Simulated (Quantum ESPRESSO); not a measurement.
Troubleshooting Quantum ESPRESSO: a failed run on Mg3Co2O7 (Cmc2_1, 24 atoms in the cell). The aim is a self-consistent single point with DFT, LDA (PZ), plane waves, GBRV 1.5 ultrasoft (LDA) pseudopotentials.

Cell that was meant: a = 8.8923 Å, b = 8.8923 Å, c = 5.0739 Å, α = 90.00°, β = 90.00°, γ = 31.73°.

Part of the input:

```fortran
    ibrav = 0
    nat = 24
    ntyp = 3
    occupations = 'smearing'
    smearing = 'gaussian'
    degauss = 0.019992
/
```

Output (repeated stretches shortened):

```
 %%%%%%%%%%%%%%%%%%%%%%%%%%%%%%%%%%%%%%%%%%%%%%%%%%%%%%%%%%%%%%%%%%%%%%%%%%%%%%
     Error in routine set_cutoff (1):
      ecutwfc not set
 %%%%%%%%%%%%%%%%%%%%%%%%%%%%%%%%%%%%%%%%%%%%%%%%%%%%%%%%%%%%%%%%%%%%%%%%%%%%%%

     stopping ...
```

### Question
From the messages shown, name the fault and mend the input.

### Answer
The fault is no plane-wave cutoff. The cutoff has no default. To fix it, give the cutoff. The program stopped before any SCF iteration.

An input that runs soundly differs in these lines (not the only fix; some lines may just follow from the change or write a value another way):
```diff
+    ecutwfc = 50
+    ecutrho = 400
```

With that input, the run converged in 16 iterations: free energy E − TS -32613.4083 eV; Fermi level (on the code's own zero) 9.62 eV; pressure -0.62 GPa; largest force (vector length) 0.360 eV/Å (DFT, LDA (PZ), plane waves, GBRV 1.5 ultrasoft (LDA) pseudopotentials).

On the sound input: the starting cell comes from a database of computed structures (which also holds hypothetical and non-ambient phases and stackings), without a prior relaxation at this level. Its lattice was rescaled by a random factor within 2.5 % of one. Spin polarisation is off, so a magnetic state, if there is one, cannot be reached.
